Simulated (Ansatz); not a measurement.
Results of PBEsol+SOC (Ansatz, a first-principles code, plane waves, PAW) for SnWO4 (P2₁3, No. 198, 24 atoms in the cell; start mp-17844; a measured phase of this formula has another space group).

Settings: plane-wave cutoff 520 eV, 4×4×4 k mesh, Fermi–Dirac smearing 0.01 eV, PAW data made under PBE.

Cell (relaxed with PBEsol):

```yaml
crystal:
  lattice:
    - [7.30765, 0.00000, 0.00000]
    - [0.00000, 7.30765, 0.00000]
    - [0.00000, 0.00000, 7.30765]
  atoms:
    - { symbol: Sn, position: [0.84101, 0.84101, 0.84101] }
    - { symbol: Sn, position: [0.65899, 0.15899, 0.34101] }
    - { symbol: Sn, position: [0.34101, 0.65899, 0.15899] }
    - { symbol: Sn, position: [0.15899, 0.34101, 0.65899] }
    - { symbol: W, position: [0.16557, 0.16557, 0.16557] }
    - { symbol: W, position: [0.33443, 0.83443, 0.66557] }
    - { symbol: W, position: [0.66557, 0.33443, 0.83443] }
    - { symbol: W, position: [0.83443, 0.66557, 0.33443] }
    - { symbol: O, position: [0.63481, 0.22097, 0.04835] }
    - { symbol: O, position: [0.86519, 0.77903, 0.54835] }
    - { symbol: O, position: [0.13481, 0.27903, 0.95165] }
    - { symbol: O, position: [0.36519, 0.72097, 0.45165] }
    - { symbol: O, position: [0.04835, 0.63481, 0.22097] }
    - { symbol: O, position: [0.54835, 0.86519, 0.77903] }
    - { symbol: O, position: [0.95165, 0.13481, 0.27903] }
    - { symbol: O, position: [0.45165, 0.36519, 0.72097] }
    - { symbol: O, position: [0.22097, 0.04835, 0.63481] }
    - { symbol: O, position: [0.77903, 0.54835, 0.86519] }
    - { symbol: O, position: [0.27903, 0.95165, 0.13481] }
    - { symbol: O, position: [0.72097, 0.45165, 0.36519] }
    - { symbol: O, position: [0.30556, 0.30556, 0.30556] }
    - { symbol: O, position: [0.19444, 0.69444, 0.80556] }
    - { symbol: O, position: [0.80556, 0.19444, 0.69444] }
    - { symbol: O, position: [0.69444, 0.80556, 0.19444] }
```

Q: Predict the band gap and Γ–Γ gap.

A: 
- band gap: 3.45 eV (direct)
- Γ–Γ gap: 3.68 eV

Note: cell and atoms aren't relaxed at this level (largest force component 0.04 eV/Å, pressure -0.2 GPa).

The computed numbers hold no vibrational or temperature effects.

Cost on a shared machine: very roughly 15 core-minutes.

A start named mp-… is a Materials Project structure, which need not be a measured phase.
